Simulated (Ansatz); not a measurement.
## A computed series for CdS: pressure series

Consider CdS in the zinc blende structure (space group F-43m, No. 216; a = 5.927 Å).

Cell and atoms are relaxed at each pressure.

Levels (all Ansatz, an electronic-structure program, PAW): PBE (420 eV, without spin-orbit coupling); r2SCAN (500 eV, without spin-orbit coupling); HSE06 (420 eV, no spin-orbit coupling).

```tsv
pressure (GPa)	band gap, PBE (eV)	band gap, r2SCAN (eV)	band gap, HSE06 (eV)
-2	0.95	1.39	1.94
-1	1.00	1.44	1.99
0	1.04	1.49	2.04
3	1.15	1.60	2.17
7	?	?	?
15	1.42	1.88	2.47
```

**Question.** Fit E_g = E₀ + αP + βP² to the rows shown and predict the withheld row.

**Answer.** Least squares on the printed values gives 

- PBE: E₀ = 1.04 eV, α = 40.7 meV/GPa, β = -1.0 meV/GPa² (largest residual 0.00 eV); this predicts 1.27 eV, and the run gives 1.26 eV, in agreement
- r2SCAN: E₀ = 1.48 eV, α = 43.1 meV/GPa, β = -1.1 meV/GPa² (largest residual 0.01 eV); this predicts 1.73 eV, and the run gives 1.72 eV, in agreement
- HSE06: E₀ = 2.04 eV, α = 47.3 meV/GPa, β = -1.2 meV/GPa² (largest residual 0.00 eV); this predicts 2.31 eV, and the run gives 2.29 eV, 0.02 lower.

Single points use the geometry relaxed with PBE. Load acts through the strain it causes; cell and atoms are relaxed under it. Whether these cells are dynamically stable was not tested. Tetrahedral semiconductors of this kind turn to denser phases somewhere between about 1 and 50 GPa; those were not computed, so compressed cells here can lie past the real transition.
